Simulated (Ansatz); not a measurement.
Base system: InAs in the zinc blende structure (space group F-43m, No. 216).

```yaml
crystal:
  lattice:
    - [0.00000, 3.01303, 3.01303]
    - [3.01303, 0.00000, 3.01303]
    - [3.01303, 3.01303, 0.00000]
  atoms:
    - { symbol: In, position: [0.00000, 0.00000, 0.00000] }
    - { symbol: As, position: [0.25000, 0.25000, 0.25000] }
```

Computed with LDA (Ansatz, a first-principles code), without spin-orbit coupling.

Before the change:

- Pressure: 0.0 GPa
- Band gap: zero

One thing is altered: every lattice vector is stretched by 1.50 %; the atoms relax in the strained cell.

### Question
How does this affect the energy relative to the base?

### Answer
The energy grows by 9.8 meV/atom.

### Question
Estimate the effect on the pressure.

### Answer
The pressure goes from zero to -2.4 GPa.

### Question
Predict the new band gap.

### Answer
The band gap remains zero.

A case with no gap was solved on a k-mesh chosen for an insulator, which is coarse for it. Whether these cells are dynamically stable was not tested. All final runs are without spin polarisation. The zero or small gap of InAs can change with the level of theory.
